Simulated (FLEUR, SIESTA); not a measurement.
A SIESTA input for a self-consistent single point of BaB2Rh2 (I4/mmm, 5 atoms in the cell) (DFT, LDA PW92, numerical atomic orbitals DZP, PseudoDojo LDA standard norm-conserving potentials (rewritten from UPF to PSML)):

```
# files in the folder: Ba.psml B.psml Rh.psml (PseudoDojo LDA standard)
SystemName  Ba(BRh)2
SystemLabel siesta

NumberOfAtoms                5
NumberOfSpecies              3
%block ChemicalSpeciesLabel
  1 56 Ba
  2 5 B
  3 45 Rh
%endblock ChemicalSpeciesLabel
LatticeConstant              1.0 Bohr
%block LatticeVectors
    -3.674999527    3.674999527   10.778986477
     3.674999527   -3.674999527   10.778986477
     3.674999527    3.674999527  -10.778986477
%endblock LatticeVectors
AtomicCoordinatesFormat      Ang
%block AtomicCoordinatesAndAtomicSpecies
     0.000000000    0.000000000    0.000000000  1
     0.000000000   -0.000000000    7.793937402  2
    -0.000000000    0.000000000    3.614050598  2
     0.000000000    1.944726000    2.851997000  3
     1.944726000    0.000000000    2.851997000  3
%endblock AtomicCoordinatesAndAtomicSpecies

XC.functional                LDA
XC.authors                   PW92
PAO.BasisSize                DZP
PAO.EnergyShift              0.01 Ry
MeshCutoff                   400 Ry
%block kgrid.MonkhorstPack
    9   0   0  0.0
    0   9   0  0.0
    0   0   9  0.0
%endblock kgrid.MonkhorstPack
OccupationFunction           MP
OccupationMPOrder            0
ElectronicTemperature        1160.45 K

MaxSCFIterations             150
SCF.Mixer.Method             Pulay
SCF.Mixer.Weight             0.25
SCF.Mixer.History            6
SCF.DM.Tolerance             1.0E-05
Diag.ParallelOverK           true
WriteForces                  true
Charge.Mulliken              end
```

Task: Translate this input to FLEUR.

Result: This is the input that was run; spellings and numerical settings could be chosen otherwise.

Input of the input generator:

```
Ba(BRh)2 FLAPW
&input film=f /
-0.3071065831 0.3071065831 0.9007613964
0.3071065831 -0.3071065831 0.9007613964
0.3071065831 0.3071065831 -0.9007613964
11.9665280058
1.0 1.0 1.0

5
56 0.0000000000 0.0000000000 0.0000000000
5 0.6832000000 0.6832000000 0.0000000000
5 0.3168000000 0.3168000000 0.0000000000
45 0.7500000000 0.2500000000 0.5000000000
45 0.2500000000 0.7500000000 0.5000000000

&comp jspins=1 /
&exco xctyp='pz' /
&kpt div1=9 div2=9 div3=9 /
&end /
```

```xml
<?xml version="1.0" encoding="UTF-8" standalone="no"?>
<fleurInput fleurInputVersion="0.39">
   <comment>
      Ba(BRh)2 FLAPW                                                                                      
   </comment>
   <calculationSetup>
      <cutoffs Kmax="4.5" Gmax="18.0" GmaxXC="18.0" numbands="0"/>
      <scfLoop itmax="60" minDistance="0.00001" maxIterBroyd="15" imix="Anderson" alpha="0.05" precondParam="0.0" spinf="2.0"/>
      <coreElectrons ctail="T" frcor="F" kcrel="0" coretail_lmax="0"/>
      <xcFunctional name="pz" relativisticCorrections="F"/>
      <magnetism jspins="1"/>
      <soc l_soc="F" theta="0.0" phi="0.0" spav="F"/>
      <expertModes spex="0" secvar="F"/>
      <geometryOptimization l_f="T" forcealpha="1.0" forcemix="BFGS" epsdisp="0.00001" epsforce="0.00001"/>
      <ldaU l_linMix="F" mixParam="0.05" spinf="1.0"/>
   </calculationSetup>
   <cell>
      <bzIntegration valenceElectrons="46.0" mode="gauss" fermiSmearingEnergy="0.00367493">
         <kPointListSelection listName="default-1"/>
         <!-- k-points included here -->
         <xi:include xmlns:xi="http://www.w3.org/2001/XInclude" href="kpts.xml"> </xi:include>
      </bzIntegration>
      <!-- symmetry operations included here -->
      <xi:include xmlns:xi="http://www.w3.org/2001/XInclude" href="sym.xml"> </xi:include>
      <bulkLattice scale="1.0">
         <bravaisMatrix>
            <row-1>   -3.6749995274316953     3.6749995274316953    10.7789864765641159</row-1>
            <row-2>    3.6749995274316953    -3.6749995274316953    10.7789864765641159</row-2>
            <row-3>    3.6749995274316953     3.6749995274316953   -10.7789864765641159</row-3>
         </bravaisMatrix>
      </bulkLattice>
   </cell>
   <atomSpecies>
      <species name="Barium (Ba)" element="Ba" atomicNumber="56">
         <mtSphere radius="2.63" gridPoints="925" logIncrement="0.014"/>
         <atomicCutoffs lmax="10" lnonsphr="8"/>
         <electronConfig flipSpins="F">
            <coreConfig>(1s1/2) (2s1/2) (2p1/2) (2p3/2) (3s1/2) (3p1/2) (3p3/2) (4s1/2) (3d3/2) (3d5/2) (4p1/2) (4p3/2) (4d3/2) (4d5/2)</coreConfig>
            <valenceConfig>(5s1/2) (5p1/2) (5p3/2) (6s1/2)</valenceConfig>
         </electronConfig>
         <energyParameters s="6" p="6" d="5" f="4"/>
         <lo type="SCLO" l="0" n="5" eDeriv="0"/>
         <lo type="SCLO" l="1" n="5" eDeriv="0"/>
      </species>
      <species name="Boron (B)" element="B" atomicNumber="5">
         <mtSphere radius="1.33" gridPoints="471" logIncrement="0.021"/>
         <atomicCutoffs lmax="6" lnonsphr="4"/>
         <electronConfig flipSpins="F">
            <coreConfig>(1s1/2)</coreConfig>
            <valenceConfig>(2s1/2) (2p1/2) (2p3/2)</valenceConfig>
            <stateOccupation state="(2p1/2)" spinUp="0.1666666666667" spinDown="0.1666666666667"/>
            <stateOccupation state="(2p3/2)" spinUp="0.3333333333333" spinDown="0.3333333333333"/>
         </electronConfig>
         <energyParameters s="2" p="2" d="3" f="4"/>
      </species>
      <species name="Rhodium (Rh)" element="Rh" atomicNumber="45">
         <mtSphere radius="2.35" gridPoints="829" logIncrement="0.015"/>
         <atomicCutoffs lmax="10" lnonsphr="8"/>
         <electronConfig flipSpins="F">
            <coreConfig>(1s1/2) (2s1/2) (2p1/2) (2p3/2) (3s1/2) (3p1/2) (3p3/2) (4s1/2) (3d3/2) (3d5/2)</coreConfig>
            <valenceConfig>(4p1/2) (4p3/2) (5s1/2) (4d3/2) (4d5/2)</valenceConfig>
            <stateOccupation state="(5s1/2)" spinUp="0.5" spinDown="0.5"/>
            <stateOccupation state="(4d3/2)" spinUp="1.6" spinDown="1.6"/>
            <stateOccupation state="(4d5/2)" spinUp="2.4" spinDown="2.4"/>
         </electronConfig>
         <energyParameters s="5" p="5" d="4" f="4"/>
         <lo type="SCLO" l="1" n="4" eDeriv="0"/>
      </species>
   </atomSpecies>
   <atomGroups>
      <atomGroup species="Barium (Ba)">
         <relPos label="                   1">.0000000000 .0000000000 .0000000000</relPos>
         <force calculate="T" relaxXYZ="TTT"/>
      </atomGroup>
      <atomGroup species="Boron (B)">
         <relPos label="                   2">-.3168000000 -.3168000000 .0000000000</relPos>
         <relPos label="                   3">.3168000000 .3168000000 .0000000000</relPos>
         <force calculate="T" relaxXYZ="TTT"/>
      </atomGroup>
      <atomGroup species="Rhodium (Rh)">
         <relPos label="                   4">-1.000/4.000 1.000/4.000 1.000/2.000</relPos>
         <relPos label="                   5">1.000/4.000 -1.000/4.000 1.000/2.000</relPos>
         <force calculate="T" relaxXYZ="TTT"/>
      </atomGroup>
   </atomGroups>
   <output dos="F" band="F" slice="F">
      <checks vchk="F" cdinf="F"/>
      <bandDOS minEnergy="-.5*Htr" maxEnergy="0.5*Htr" sigma="0.015" storeEVData="T"/>
      <vacuumDOS vacdos="F" integ="F" star="F" nstars="0" locx1="0.0" locy1="0.0" locx2="0.0" locy2="0.0" nstm="0" tworkf="0.0"/>
      <unfoldingBand unfoldBand="F" supercellX="1" supercellY="1" supercellZ="1"/>
      <plotting iplot="0" polar="F">
         <plot TwoD="T" vec1="  1.0  0.0  0.0" vec2="  0.0  1.0  0.0" vec3="  0.0  0.0  1.0" zero="  0.0  0.0  0.0" file="plot"/>
      </plotting>
      <chargeDensitySlicing numkpt="0" minEigenval="0.0" maxEigenval="0.0" nnne="0" pallst="F"/>
      <specialOutput eonly="F"/>
      <magneticCircularDichroism mcd="F" energyLo="-10.0" energyUp="0.0"/>
   </output>
  <!-- We include the file relax.xml here to enable relaxations (see documentation) -->
  <xi:include xmlns:xi="http://www.w3.org/2001/XInclude" href="relax.xml"> <xi:fallback/> </xi:include>
</fleurInput>
```

Basis settings and potentials, where a program has them, do not carry over. This input uses DFT, LDA (Perdew-Zunger), all-electron FLAPW (FLEUR), scalar-relativistic valence. LDA parametrisations can differ slightly between programs.

The starting cell comes from a database of computed structures (which also holds hypothetical and non-ambient phases and stackings), without a prior relaxation at this level. Its lattice was rescaled by a random factor within 2.5 % of one. For this run, on top of that: lattice scaled by 0.98.
